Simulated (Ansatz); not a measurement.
Base system: MoS2 in the 3R-MoS2 type structure (space group R3m, No. 160; layered, stacked along the Cartesian z axis).

```xyz
3
Lattice="1.5877 0.9167 6.1953 -1.5877 0.9167 6.1953 0.0000 -1.8333 6.1953" Properties=species:S:1:pos:R:3 pbc="T T T"
Mo     0.0000     0.0000     0.0001
S      0.0000     0.0000    13.9450
S      0.0000     0.0000    10.8357
```

Cartesian axes are those of the cell as printed.

Method: r2SCAN+rVV10 (Ansatz, a quantum-chemistry and plane-wave program), scalar-relativistic without spin-orbit coupling, earlier PAW set.

Before the change:

| Item | Value |
|---|---|
| Hole mass | 0.85 mₑ along k, 0.69 mₑ across (at T) |
| Band gap | 1.02 eV |
| Shortest interatomic distance | 2.403 Å |

The change: uniaxial stress, 5 GPa compression along z; all other stress components relax to zero.

**Question.** What does the calculation give for the hole mass, band gap, shortest interatomic distance, strain response and energy relative to the base after the change?

**Answer.** The hole mass becomes 1.2 mₑ along k, 0.38 mₑ across (at T) (base: 0.85 mₑ along k, 0.69 mₑ across (at T)); the band gap shrinks by 0.479 eV to 0.55 eV; the shortest interatomic distance falls by 0.0047 Å to 2.399 Å; the strain response (xx, yy, zz) is (+0.49, +0.49, −6.77) %; the energy grows by 16 meV/atom.

Effective masses come from finite differences of ±0.01 Å⁻¹. Along k means along the line from Γ to the band edge. Stability under load was not tested beyond the relaxation.
